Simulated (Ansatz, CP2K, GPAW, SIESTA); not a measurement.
Code comparison for ScF3 (R-3c, 8 atoms in the cell)

Self-consistent single point.

```yaml
crystal:
  lattice:
    - [2.85141, 1.64626, 4.65336]
    - [-2.85141, 1.64626, 4.65336]
    - [0.00000, -3.29252, 4.65336]
  atoms:
    - { symbol: Sc, position: [0.50000, 0.50000, 0.50000] }
    - { symbol: Sc, position: [0.00000, 0.00000, 0.00000] }
    - { symbol: F, position: [0.72658, 0.25000, 0.77342] }
    - { symbol: F, position: [0.27342, 0.75000, 0.22658] }
    - { symbol: F, position: [0.77342, 0.72658, 0.25000] }
    - { symbol: F, position: [0.22658, 0.27342, 0.75000] }
    - { symbol: F, position: [0.25000, 0.77342, 0.72658] }
    - { symbol: F, position: [0.75000, 0.22658, 0.27342] }
```

Shared settings, as Ansatz (an electronic-structure program) writes them: kpoints.mp_grid.grid = 5 5 5; scf.occupations.method = fixed. Potentials and cutoffs stand in the table.

| code | model | pressure (GPa) | largest force (eV/Å) | gap on the mesh (eV) | cutoff |
|---|---|---|---|---|---|
| Ansatz | LDA (PW92), PAW files made with PBE | -5.31 | 0.062 | 6.130 | default |
| GPAW | LDA (Perdew-Wang 92), GPAW PAW datasets LDA (gpaw-data 1.0.1) | – | 0.065 | 6.115 | 950 eV |
| CP2K | LDA (Pade form), GPW, DZVP-MOLOPT-SR-GTH basis, GTH-PADE potentials (GTH_POTENTIALS) | -4.88 | 0.055 | 6.033 | grid 600 Ry |
| SIESTA | LDA PW92, numerical atomic orbitals DZP, PseudoDojo LDA standard norm-conserving potentials (rewritten from UPF to PSML) | -8.00 | 0.102 | 5.753 | grid 400 Ry |

A dash marks a value that a program does not give, or that is left out as unsure.

Gaps are read on the mesh.

The spread over the programs that give each value: pressure within 3.12 GPa; largest force within 0.047 eV/Å; gap on the mesh within 0.377 eV.

CP2K and SIESTA use small atom-centred bases, whose incompleteness enters pressures, forces and empty levels differently from a plane-wave cutoff. Ansatz's pressure is given at a fixed set of plane waves, as the other plane-wave codes print theirs; with its correction for the finite basis it is -4.86 GPa (the shift of 0.45 GPa shows how far the cutoff is from converged). The pressure of GPAW is left out: its cutoff lies under the one at which its stress was checked. In the gap, SIESTA (by 0.370) lies more than 0.12 eV from the median of the plane-wave programs.

The starting cell comes from a database of computed structures (which also holds hypothetical and non-ambient phases and stackings), without a prior relaxation at this level.

Left out of this page: Elk (unsound by tests on forces, stress, charge or solver warnings).

Keys are those of Ansatz 0.2.
